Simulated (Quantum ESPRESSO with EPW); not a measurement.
GaAs: phonon-limited electron drift mobility along x at 300 K against the coarse meshes from which the couplings are interpolated (Quantum ESPRESSO with EPW, LDA, PseudoDojo 0.4 norm-conserving potentials with their local tails restored to the Coulomb form, DFPT electron-phonon coupling, iterative Boltzmann equation). Each run picks its fine mesh from its own bands, so these can differ.

```cif
data_As4Ga4
_chemical_formula_sum 'Ga4 As4'
_space_group_name_H-M_alt 'F-43m'
_space_group_IT_number 216
_space_group_name_Hall 'F -4 2 3'
_cell_length_a 5.59790
_cell_length_b 5.59790
_cell_length_c 5.59790
_cell_angle_alpha 90.000
_cell_angle_beta 90.000
_cell_angle_gamma 90.000
loop_
_atom_site_label
_atom_site_type_symbol
_atom_site_symmetry_multiplicity
_atom_site_Wyckoff_symbol
_atom_site_fract_x
_atom_site_fract_y
_atom_site_fract_z
_atom_site_occupancy
Ga1 Ga 4 a 0.00000 0.00000 0.00000 1
As1 As 4 d 0.75000 0.75000 0.75000 1
```
(The calculation used a cell of 2 atoms; values per cell refer to that cell.)

| coarse k | coarse q | fine mesh | Wannier miss near the edge (meV) | μ (cm²/(V·s)) | move from a fine mesh of 0.7 the divisions | against the last row |
|---|---|---|---|---|---|---|
| 6×6×6 | 3×3×3 | 196×196×196 | 89 | 6200 | 13 % | -32 % |
| 8×8×8 | 4×4×4 | 224×224×224 | 80 | 9140 | 6 % | - |

The last step in the coarse meshes, 6×6×6/3×3×3 to 8×8×8/4×4×4, moves the value by 32 %, and the fine meshes of those two rows move it by up to 13 %. The coarse meshes are the larger error, and the last row is the best estimate here, not a limit.

Dilute carriers, scattering by harmonic phonons alone, dynamical quadrupoles left out; computed gap 0.50 eV. Spin-orbit coupling is left out. Leaving out quadrupoles slows convergence with the coarse q mesh and, in piezoelectric crystals, misstates scattering by acoustic modes, which can move the mobility by tens of per cent or more, whatever the mesh. Geometry: relaxed with this functional.
